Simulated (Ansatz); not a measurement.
Relaxed 32-atom cells of (Si,Sn) in the diamond type, of low symmetry and near-random order, with the end members in the same type and cell. Left out are ordered and sheared cells and those that changed their type; one cell stands for each fraction.

Calculation: PBE (plane waves to 420 eV, PAW; Ansatz, a first-principles code). No spin–orbit coupling.

| cell | fraction of Sn | volume (Å³/atom) |
|---|---|---|
| Si | 0 | 20.46 |
| SnSi7 | 0.1250 | 22.05 |
| SnSi3 | 0.2500 | withheld |
| Sn3Si5 | 0.3750 | 25.67 |
| SnSi | 0.5000 | 27.55 |
| Sn19Si13 | 0.5938 | 29.19 |
| Sn5Si3 | 0.6250 | 29.72 |
| Sn | 1 | 36.76 |

Fit y = y0 + (y1 − y0) x − b x (1 − x), with y0 and y1 the end rows to the rows shown by least squares, with x the second column and y the third, and predict the withheld row.

The fit gives b = 4.01, with a root-mean-square miss of 0.027 on the rows shown. At x = 0.2500 it predicts 23.78; the run gives 23.77, a miss of +0.01.
